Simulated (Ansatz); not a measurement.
The starting structures come from a database of crystals and need not be the phases stable at ambient conditions.

 Where the default PAW files enter, the runs use the earlier of Ansatz's two default sets.

Inside the gap of an insulator the Bloch states are evanescent, with a wavenumber k + iκ along the transport direction.

Data:

```
CELL_PARAMETERS angstrom
      4.23788     0.00000     0.00000
      0.00000     5.76534     0.00000
      0.00000     0.00000     4.23788
ATOMIC_POSITIONS crystal
  Na 0.50000 0.50000 0.50000
  Na 0.00000 0.00000 0.00000
  B  0.50000 0.00000 0.50000
  B  0.00000 0.50000 0.00000
  H  0.76383 0.62147 0.00007
  H  0.00007 0.37853 0.23617
  H  0.23617 0.62147 0.99993
  H  0.99993 0.37853 0.76383
  H  0.73617 0.87853 0.50007
  H  0.49993 0.12147 0.73617
  H  0.26383 0.87853 0.49993
  H  0.50007 0.12147 0.26383
```

Space group of this cell: P4_2/nmc. The cell was relaxed by PBE-D3(BJ).

Transport runs along the normal of the first two printed cell vectors, the (100) plane of the conventional cell.

The gap is the functional's own. No spin-orbit coupling. Mid-gap values are interpolated on the energy grid.

Task: Estimate the band gap and the smallest decay constant κ at mid-gap that r2SCAN (Ansatz, a quantum-chemistry and plane-wave program) returns for this system.

Result: Gap 6.79 eV on a 8×6×8 mesh; κ = 0.412 1/Å, at (0.000, 0.500) of the in-plane reciprocal vectors. At the zone centre, at the nearest computed energy, the slowest state has κ = 0.46 1/Å.
